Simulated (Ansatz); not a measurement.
The starting structures come from a database of crystals and need not be the phases stable at ambient conditions.

Crystal: NaS (P-62m, not sure to be the ambient phase, 12 atoms a cell, 22.1 Å³ an atom); planes in its conventional cell.

The numbers are results of r2SCAN (plane waves, PAW; Ansatz, a first-principles code), not measurements.

The gap is the functional's own, uncorrected, and κ follows it; spin-orbit coupling is left out. Mid-gap values are interpolated between the computed energies.

```
plane  area of the cell (Å²)  mid-gap κ (1/Å)  largest κ in the gap (1/Å)
-----  ---------------------  ---------------  --------------------------
(001)                   49.6             0.14                        0.18
(110)                   70.1              ___                         ___
```

The slowest decay depends on the direction. Supply the withheld values.


- (110), mid-gap κ (1/Å): 0.32
- (110), largest κ in the gap (1/Å): 0.32
